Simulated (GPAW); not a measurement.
Pressure against volume in zinc-blende BN (space group 216) (GPAW, PBEsol)

```yaml
crystal:
  lattice:
    - [0.00000, 1.75502, 1.75502]
    - [1.75502, 0.00000, 1.75502]
    - [1.75502, 1.75502, 0.00000]
  atoms:
    - { symbol: B, position: [0.00000, 0.00000, 0.00000] }
    - { symbol: N, position: [0.75000, 0.75000, 0.75000] }
```

Method: PBEsol, GPAW PAW datasets PBEsol (made by gpaw-setup) (plane waves; GPAW). Settings: mode = pw; ecut = 1040 eV; xc = PBEsol; kpts = 16 16 16; mesh shift (steps) = 0 0 0; occupations.name = fermi-dirac; occupations.width = 0.01 eV; nbands = -8; convergence.density = 1e-05 e/electron; convergence.energy = 1e-05 eV/electron; convergence.bands = -6; symmetry.symmorphic = false; symmetry.tolerance = 0.0005; maxiter = 150. The cell above is the first row's. The rows scale it uniformly. In all rows fractional positions and the k mesh are held.

```csv
V (Å^3/atom),P (GPa)
5.406,?
5.523,25.51
5.641,15.82
5.758,6.99
5.876,-1.04
5.993,-8.35
6.111,-15.02
6.228,-21.09
6.346,-26.61
```

Problem. Using a cubic, estimate the missing P at V = 5.406 from the other rows, showing the fit.

Solution. With u = V - 5.93, the rows have u = -0.40700, -0.28900, -0.17200, -0.05400, 0.06300, 0.18100, 0.29800, 0.41600. Least squares gives P = -4.507 - 62.505·u + 25.095·u² - 6.269·u³. Residuals (row less fit): -0.002, 0.016, -0.028, 0.018, -0.003, 0.015, -0.019, 0.008; standard error 0.023 (degrees of freedom: 4). The fitted pressure is zero at V0 = 5.860, where dP/dV = -66.12, so B0 = -V0·dP/dV = 387 GPa. At the withheld row, u = -0.52400, so P = -4.507 - 62.505 × (-0.52400) + 25.095 × (-0.52400)² - 6.269 × (-0.52400)³ = 36.038 GPa. The calculation gives 36.16 GPa, 0.122 GPa above the prediction (0.2 % of the range of P in the table). The row lies outside the fitted rows, so this is an extrapolation. From the scatter of the fitted rows alone, a prediction at this place has a standard error of 0.060 GPa, so the miss is 2.0 times that.

Carrying the step between the two nearest rows on in a straight line would have given 35.12, off by 1.04; series whose last step already gives the withheld value aren't shown. The scan was laid around a cell of about the measured size, scaled by a guess for this functional. The runs keep the symmetry of the cell, so they don't test it for distortions. Cutoffs and mesh are single choices, not tested for convergence of this quantity. Series with a scatter that would blur these digits, or in which a gap closes, are not shown.
